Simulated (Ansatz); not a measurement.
# TiO2, response to strain

Consider TiO₂ in the rutile structure (space group P4_2/mnm, No. 136; a = 4.597 Å, c = 2.954 Å). Axes: x, y, z lie along a, b, c of the conventional cell.

Strains are applied to the cell and any free atomic positions relax; under biaxial strain the out-of-plane vector relaxes too.

All numbers come from plane-wave PAW DFT at the r2SCAN level (Ansatz, a program for electronic structure, 500 eV), no spin-orbit coupling, earlier PAW set.

Notes on the quantities. pressure: mean of the normal stresses, compression positive.

```tsv
change	shortest interatomic distance	electron mass	pressure	width of the top valence band
base	1.948 Å	0.58 mₑ along c, 1.2 mₑ across (at Γ)	0.00 GPa	1.65 eV
biaxial strain −2.05 %, plane normal [001], relaxed out of plane	?	?	?	?
biaxial strain +0.63 %, plane normal [001], relaxed out of plane	1.948 Å	0.58 mₑ out of plane, 1.2 mₑ in plane (at Γ)	-1.57 GPa	1.62 eV
isotropic strain −2.43 %	1.911 Å	0.53 mₑ along c, 1.1 mₑ across (at Γ)	20.87 GPa	1.78 eV
```

Q: Complete the table.

A: 
- biaxial strain −2.05 %, plane normal [001], relaxed out of plane, shortest interatomic distance: 1.936 Å
- biaxial strain −2.05 %, plane normal [001], relaxed out of plane, electron mass: 0.60 mₑ out of plane, 1.2 mₑ in plane (at Γ)
- biaxial strain −2.05 %, plane normal [001], relaxed out of plane, pressure: 5.63 GPa
- biaxial strain −2.05 %, plane normal [001], relaxed out of plane, width of the top valence band: 1.69 eV

The levels and masses belong to the bands next to the band gap. Effective masses come from finite differences of ±0.01 Å⁻¹. Stability against distortions was not tested. The final runs are not spin-polarised.
